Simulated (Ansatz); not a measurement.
Start from W in the bcc (W type) structure (space group Im-3m, No. 229; a = 3.184 Å).

Computed with DFT with PBE, PAW potentials and a 420 eV plane-wave cutoff in Ansatz (a program for electronic structure), no spin-orbit coupling, earlier PAW set.

Before the change:

```
Quantity           Result
---------------  --------
Volume per atom  16.13 Å³
```

One thing is altered: every W is replaced by Ta; the structure is relaxed again.

Tabulated Pauling electronegativity and covalent radius: W 2.36, 1.62 Å; Ta 1.50, 1.70 Å.

### Question
What happens to the volume per atom?

### Answer
The volume per atom increases by 2.16 Å³, from 16.13 Å³ to 18.29 Å³.

No phonon test of stability was made. All final runs are without spin polarisation.
